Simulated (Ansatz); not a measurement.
Start from Os in the hcp (Mg type) structure (space group P6_3/mmc, No. 194; relaxed with 0.1 eV smearing).

```yaml
crystal:
  lattice:
    - [2.75433, 0.00000, 0.00000]
    - [-1.37717, 2.38532, 0.00000]
    - [0.00000, 0.00000, 4.34739]
  atoms:
    - { symbol: Os, position: [0.66667, 0.33333, 0.75000] }
    - { symbol: Os, position: [0.33333, 0.66667, 0.25000] }
```

Cartesian axes are those of the cell as printed.

Level of theory: PBE (Ansatz, a program for electronic structure, PAW, no spin-orbit coupling).

Perturbation: uniaxial strain ε_xx = +1.00 %, all other strain components held at zero; the atoms relax in the strained cell.

Predict the stress tensor and what it implies for the stiffness.

Stress of the strained cell less that of the base (GPa, compression positive):
```
   -6.9     0.0     0.0
    0.0    -2.1     0.0
    0.0     0.0    -2.1
```

Then −Δσ_ii/ε with ε = 0.0100 gives relaxed-ion elastic constants: C11 ≈ 694 GPa, C12 ≈ 212 GPa and C13 ≈ 213 GPa.

No phonon test of stability was made. The final runs are not spin-polarised.
